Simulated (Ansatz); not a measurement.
## NaI, pressure series

Take NaI in the rock salt structure (space group Fm-3m, No. 225) as the base.

```
CELL_PARAMETERS angstrom
      0.00000     3.26405     3.26405
      3.26405     0.00000     3.26405
      3.26405     3.26405     0.00000
ATOMIC_POSITIONS crystal
  Na 0.00000 0.00000 0.00000
  I  0.50000 0.50000 0.50000
```

Cell and atoms are relaxed at each pressure.

Computed with plane-wave PAW DFT at the PBE level (Ansatz, a quantum-chemistry and plane-wave program, 420 eV), no spin-orbit coupling.

Candidates:
(a) pressure 0.3 GPa
(b) pressure −1 GPa
(c) pressure 1.5 GPa
(d) pressure 3 GPa

For the base:

The band gap comes out as 3.58 eV.

**Question.** Order them by band gap, lowest first.

**Answer.** (b) pressure −1 GPa (3.39 eV), (a) pressure 0.3 GPa (3.63 eV), (c) pressure 1.5 GPa (3.80 eV), (d) pressure 3 GPa (3.99 eV)

With I present, leaving out spin-orbit coupling can change the band edges. Load acts through the strain it causes; cell and atoms are relaxed under it. Whether these cells are dynamically stable was not tested.
